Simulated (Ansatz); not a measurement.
Consider Ti3Al (space group P6_3/mmc, No. 194).

```
Ti3Al
1.0
    5.74712     0.00000     0.00000
   -2.87356     4.97715     0.00000
    0.00000     0.00000     4.63151
Ti Al
6 2
Direct
  0.82982   0.65965   0.25000
  0.17018   0.82982   0.75000
  0.34035   0.17018   0.25000
  0.17018   0.34035   0.75000
  0.82982   0.17018   0.25000
  0.65965   0.82982   0.75000
  0.33333   0.66667   0.25000
  0.66667   0.33333   0.75000
```

Cartesian axes are those of the cell as printed.

Level of theory: Ansatz (a first-principles code), r2SCAN, PAW, cutoff 500 eV, without spin-orbit coupling.

For the base:

- Pressure = 0.0 GPa
- Shortest interatomic distance = 2.813 Å

The change: uniaxial strain ε_yy = −1.31 %, all other strain components held at zero, atoms relaxed at fixed cell.

Task: What does the calculation give for the energy relative to the base after the change?

Result: The energy goes up by 1.8 meV/atom.

Task: Predict the new pressure.

Result: The pressure (mean of the normal stresses, compression positive) goes from zero to 1.6 GPa.

Task: What happens to the shortest interatomic distance?

Result: The shortest interatomic distance drops by 0.022 Å to 2.791 Å.

Task: What does the calculation give for the largest internal atomic displacement after the change?

Result: The largest internal atomic displacement amounts to 0.018 Å.

Stability against distortions was not tested. The final runs are not spin-polarised.
